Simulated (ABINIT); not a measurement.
ABINIT run on CaCo₂Ge₂ (I4/mmm, 5 atoms in the cell): self-consistent single point.

Method of the run: LDA (PW92), PAW (JTH v2.0 LDA PAW) (plane waves; ABINIT 10.0.3).

The change in words: lattice scaled by 0.98. Reference geometry:
```xyz
5
Lattice="-2.0046 2.0046 5.2281 2.0046 -2.0046 5.2281 2.0046 2.0046 -5.2281" Properties=species:S:1:pos:R:3 pbc="T T T"
Ca     0.0000     0.0000     0.0000
Co     2.0046     0.0000     2.6140
Co     0.0000     2.0046     2.6140
Ge     0.0000     0.0000     3.8384
Ge     0.0000     0.0000     6.6177
```

Reference input (self-consistent single point, DFT, LDA (PW92), plane waves, PAW (JTH v2.0 LDA PAW)): pseudos = [Ca.LDA_PW-JTH.xml, Co.LDA_PW-JTH.xml, Ge.LDA_PW-JTH.xml]; ecut = 30 Ha; pawecutdg = 60 Ha; pawxcdev = 0; occopt = 3; tsmear = 0.00183747 Ha; ngkpt = 7 7 7; nshiftk = 1; shiftk = 0 0 0; potentials = JTH v2.0 LDA PAW; nband = 46; kptopt = 1. This run's input differs from it in these lines:

```diff
@@ -3,7 +3,7 @@
 pseudos "Ca.LDA_PW-JTH.xml, Co.LDA_PW-JTH.xml, Ge.LDA_PW-JTH.xml"
-acell 11.2385884345 11.2385884345 11.2385884345
+acell 11.0138163378 11.0138163378 11.0138163378
 rprim
-        -0.3370622065    0.3370622065    0.8790780045
-         0.3370622065   -0.3370622065    0.8790780045
-         0.3370622065    0.3370622065   -0.8790780045
+        -0.3370621410    0.3370621410    0.8790780547
+         0.3370621410   -0.3370621410    0.8790780547
+         0.3370621410    0.3370621410   -0.8790780547
 natom 5
@@ -14,6 +14,6 @@
          0.0000000000    0.0000000000    0.0000000000
-         2.0045780000    0.0000000000    2.6140285000
-         0.0000000000    2.0045780000    2.6140285000
-         0.0000000000    0.0000000000    3.8384394494
-         0.0000000000    0.0000000000    6.6176745506
+         1.9644860000   -0.0000000000    2.5617480000
+        -0.0000000000    1.9644860000    2.5617480000
+        -0.0000000000   -0.0000000000    3.7616707632
+        -0.0000000000   -0.0000000000    6.4853212368
       Angstrom
@@ -21,2 +21,3 @@
 pawecutdg 60
+pawovlp -1
 pawxcdev 0
```

Output, abridged:

```
--- !BeginCycle
solver: {iscf: 17, nstep: 50, nline: 4, wfoptalg: 10, }
tolerances: {toldfe: 1.00E-09, }
...

     iter   Etot(hartree)      deltaE(h)  residm     nres2
 ETOT  1  -517.20699716687    -5.172E+02 3.490E+00 1.117E+02
 ETOT  2  -522.09490402153    -4.888E+00 2.934E-01 5.695E+02
 ETOT  3  -521.95149138598     1.434E-01 1.848E-01 1.348E+02
 ETOT  4  -521.93697977533     1.451E-02 1.126E-01 5.450E+01
 ETOT  5  -521.91805178970     1.893E-02 5.449E-02 2.129E+00
   [... 5 lines left out ...]
 ETOT 11  -521.91585316203     3.108E-06 1.149E-02 1.449E-04
 ETOT 12  -521.91585316600    -3.969E-09 8.211E-03 1.156E-05
 ETOT 13  -521.91585316688    -8.843E-10 9.261E-03 1.873E-05
 ETOT 14  -521.91585316665     2.360E-10 5.104E-03 1.265E-05
 At SCF step   14, etot is converged :
  for the second time, diff in etot=  2.360E-10 < toldfe=  1.000E-09

 Cartesian components of stress tensor (hartree/bohr^3)
  sigma(1 1)=  1.69078389E-04  sigma(3 2)=  0.00000000E+00
  sigma(2 2)=  1.69078389E-04  sigma(3 1)=  0.00000000E+00
  sigma(3 3)=  1.51621865E-04  sigma(2 1)=  0.00000000E+00

 ----iterations are completed or convergence reached----

 reduced coordinates (array xred) for    5 atoms
       0.000000000000      0.000000000000      0.000000000000
       0.250000000000      0.750000000000      0.500000000000
       0.750000000000      0.250000000000      0.500000000000
       0.367099999425      0.367099999425      0.000000000000
       0.632900000575      0.632900000575      0.000000000000
 cartesian forces (eV/Angstrom) at end:
   [... lines left out ...]
 Fermi (or HOMO) energy (hartree) =   0.36598   Average Vxc (hartree)=  -0.41197
 Fermi (or HOMO) energy (eV) =   9.95875   Average Vxc (eV)= -11.21023
   [... lines left out ...]
'-kT*entropy'       : -6.37698105258481E-04
total_energy        : -5.21915891396303E+02
total_energy_eV     : -1.42020536634189E+04
...

-Cartesian components of stress tensor (GPa)         [Pressure= -4.8033E+00 GPa]
- sigma(1 1)=  4.97445712E+00  sigma(3 2)=  0.00000000E+00
- sigma(2 2)=  4.97445712E+00  sigma(3 1)=  0.00000000E+00
- sigma(3 3)=  4.46086852E+00  sigma(2 1)=  0.00000000E+00

 Calculation completed.
```

The run converged in 14 iterations. Against the reference run the free energy drops by 47.5 meV/atom, the pressure goes from -10.74 to -4.80 GPa and the largest force goes from 0.449 to 0.020 eV/Å.

The starting cell comes from a database of computed structures (which also holds hypothetical and non-ambient phases and stackings), without a prior relaxation at this level. Its lattice was rescaled by a random factor within 2.5 % of one. For this run, on top of that: lattice scaled by 0.98. Spin polarisation is off. With a pressure of about -5 GPa the cell is away from its equilibrium volume at this level.

Cost on one core of a shared machine: roughly 9 min.
